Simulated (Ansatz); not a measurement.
Consider AlN in the zinc blende structure (space group F-43m, No. 216; a = 4.3698 Å). Axes: x, y, z lie along the cube axes.

Calculations: r2SCAN/PAW in Ansatz (a quantum-chemistry and plane-wave program), no spin-orbit coupling.

Strains are applied to the cell and any free atomic positions relax; under biaxial strain the out-of-plane vector relaxes too.

One change was made to it. Results:

The smallest direct gap falls by 0.21 eV, from 4.84 eV to 4.63 eV; the valley order (the lowest conduction-band minima on the path, energy above the VBM, named in the base's zone) changes from X along ⟨100⟩ 3.94 eV; Γ 4.84 eV to X along [001] 3.76 eV; X along [100] 3.90 eV; Γ 4.63 eV; the valence-band top at Γ (three highest levels, from the VBM) amounts to 0.00, -0.13, -0.13 eV.

Problem. What was done to the base?
A) biaxial strain +1.50 %, plane normal [001], relaxed out of plane
B) biaxial strain +2.00 %, plane normal [001], relaxed out of plane
C) biaxial strain +1.00 %, plane normal [001], relaxed out of plane

Solution. A, biaxial strain +1.50 %, plane normal [001], relaxed out of plane. For comparison, the valley order in the other runs: biaxial strain +1.00 %, plane normal [001], relaxed out of plane gives X along [001] 3.82 eV; X along [100] 3.91 eV; Γ 4.70 eV; biaxial strain +2.00 %, plane normal [001], relaxed out of plane gives X along [001] 3.70 eV; X along [100] 3.89 eV; Γ 4.56 eV.

No phonon test of stability was made. This is not the structure that AlN has at room temperature and ambient pressure.
